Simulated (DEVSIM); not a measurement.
Device: illuminated Si p-on-n cell, one wavelength, with a back-surface field, at 250 K.

Layer 1 from the left is Si, thickness (μm) 0.680, Na (cm⁻³) 2.1e18, τn (s) 8.4e-7, τp (s) 2.3e-5, absorption coefficient (cm⁻¹) 78000. Layer 2 from the left is Si, thickness (μm) 28.0, Nd (cm⁻³) 8.2e16, τn (s) 6.5e-5, τp (s) 6.5e-5, absorption coefficient (cm⁻¹) 78000. Layer 3 from the left is Si, thickness (μm) 0.120, Nd (cm⁻³) 5.8e18, τn (s) 6.5e-5, τp (s) 6.5e-5, absorption coefficient (cm⁻¹) 78000.

Left contact: ohmic, minority electron recombination velocity 1e5 cm/s. Right contact: ohmic, minority hole recombination velocity 700 cm/s. Voltage is applied to the left contact. Recombination: SRH at mid-gap, radiative, Auger. Light enters at the left, 1.4e17 photons cm⁻² s⁻¹, one pass, no reflection. Mobility is μmin + (μ − μmin)/(1 + (N/Nref)^α).

This is a model device: material constants are rounded textbook-type values typed into the input, and sizes, dopings and lifetimes were drawn at random. Values at 300 K; Nc and Nv go as T^1.5, mobilities as T to minus their exponent, the gap by Varshni's rule with the affinity fixed.

Si: gap (eV) 1.124, affinity (eV) 4.05, permittivity 11.7, Nc (cm⁻³) 2.86e19, Nv (cm⁻³) 3.1e19, μn (cm²/Vs) 1417, μp (cm²/Vs) 470, μn,min 52, μp,min 45, Nref,n 9.7e16, Nref,p 2.2e17, αn 0.68, αp 0.72, T exponent of μn 2.3, T exponent of μp 2.2, B (cm³/s) 4.7e-15, Cn (cm⁶/s) 2.8e-31, Cp (cm⁶/s) 9.9e-32, Varshni α (eV/K) 0.000473, Varshni β (K) 636.

Model (solved in DEVSIM): 1D drift-diffusion, Boltzmann statistics, complete ionisation; no tunnelling, impact ionisation, image-force lowering or self-heating.

Dark forward current:

| |V| (V) | |J| (A/cm²) |
|---|---|
| 0.30 | 1.117e-10 |
| 0.35 | 5.576e-10 |
| 0.40 | 3.739e-9 |
| 0.45 | 3.157e-8 |
| 0.50 | 2.994e-7 |
| 0.55 | 2.975e-6 |
| 0.60 | 3.003e-5 |
| 0.65 | 0.0003050 |
| 0.70 | 0.003102 |
| 0.75 | 0.03157 |
| 0.80 | 0.3206 |
| 0.85 | 3.186 |
| 0.90 | 28.71 |
| 0.95 | 211.7 |
| 1.00 | 1204 |
| 1.05 | 4963 |

**Question.** Work out the local ideality factor n = ΔV / (kT/q · ln(J2/J1)) between the rows 0.30 and 0.35 V, 0.70 and 0.75 V, 1.00 and 1.05 V.

**Answer.** kT/q = 21.54 mV. From 0.30 to 0.35 V: ln(5.576e-10/1.117e-10) = 1.608, n = 1.44. From 0.70 to 0.75 V: ln(0.03157/0.003102) = 2.320, n = 1.00, near the 1 of diffusion or emission over a barrier. From 1.00 to 1.05 V: ln(4963/1204) = 1.416, n = 1.64.

**Question.** What current could the absorbed light give at most, and what share is collected?

**Answer.** Σ αd = 225, so qΦ(1 − exp(−Σ αd)) = 22.4 mA/cm². The simulated short-circuit current is 12.83 mA/cm², a share of 0.57.

**Question.** Estimate the open-circuit voltage by superposition: the voltage at which the dark current equals that short-circuit current.

**Answer.** Interpolating ln J in the table gives 0.731 V. The simulation gives 0.731 V, the same within the digits that matter. Superposition holds where collection doesn't change with voltage.

**Question.** Estimate the fill factor from FF0 = (v − ln(v + 0.72))/(v + 1), v = qVoc/(nkT), with n from the dark curve.

**Answer.** The rows about Voc, 0.70 and 0.75 V, give n = 1.00, so v = 33.9 and FF0 = 0.870. The simulation gives 0.870, the same within the digits that matter.
